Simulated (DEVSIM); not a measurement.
Structure: illuminated Si n-on-p cell, one wavelength, at 250 K.

| layer (left to right) | material | thickness (μm) | Nd (cm⁻³) | Na (cm⁻³) | τn (s) | τp (s) | absorption coefficient (cm⁻¹) |
|---|---|---|---|---|---|---|---|
| 1 | Si | 0.230 | 1.2e18 | - | 5.8e-8 | 1.1e-7 | 6300 |
| 2 | Si | 77.0 | - | 2.1e17 | 8.2e-7 | 8.2e-7 | 6300 |

Left contact: ohmic, minority hole recombination velocity 10000 cm/s. Right contact: ohmic, minority electron recombination velocity 20000 cm/s. Voltage is applied to the left contact. Recombination: SRH at mid-gap, radiative, Auger. Light enters at the left, 8.5e16 photons cm⁻² s⁻¹, one pass, no reflection. Mobility is constant in doping. Where it depends on doping, it is μmin + (μ − μmin)/(1 + (N/Nref)^α).

Constants are typed, rounded textbook-type inputs, not results; the design itself was drawn at random and stands for no fabricated device. Values at 300 K; Nc and Nv go as T^1.5, mobilities as T to minus their exponent, the gap by Varshni's rule with the affinity fixed. The table also holds parameters that only a changed run uses.

```csv
parameter,Si
gap (eV),1.124
affinity (eV),4.05
permittivity,11.7
Nc (cm⁻³),2.86e19
Nv (cm⁻³),3.1e19
μn (cm²/Vs),1417
μp (cm²/Vs),470
"μn,min",52
"μp,min",45
"Nref,n",9.7e16
"Nref,p",2.2e17
αn,0.68
αp,0.72
T exponent of μn,2.3
T exponent of μp,2.2
B (cm³/s),4.7e-15
Cn (cm⁶/s),2.8e-31
Cp (cm⁶/s),9.9e-32
Varshni α (eV/K),0.000473
Varshni β (K),636
```

DEVSIM, 1D drift-diffusion, Boltzmann statistics, complete ionisation; no tunnelling, impact ionisation, image-force lowering or self-heating.

Base results: share of generated pairs collected at short circuit 0.976; open-circuit voltage (V) 0.716; dark forward voltage at 1 A/cm² (V) 0.810; short-circuit current (mA/cm²) 13.3.

What follows from this one change: recombination velocity at the left contact 10000 → 100000 cm/s?

share of generated pairs collected at short circuit 0.976 → 0.969; open-circuit voltage 0.716 → 0.697 V; dark forward voltage at 1 A/cm² 0.810 → 0.791 V; short-circuit current 13.3 → 13.2 mA/cm².

What follows from this one change: thickness of layer 2 77 → 15 μm?

share of generated pairs collected at short circuit 0.976 → 0.961; open-circuit voltage 0.716 → 0.707 V; dark forward voltage at 1 A/cm² 0.810 → 0.800 V; short-circuit current 13.3 → 13.1 mA/cm².
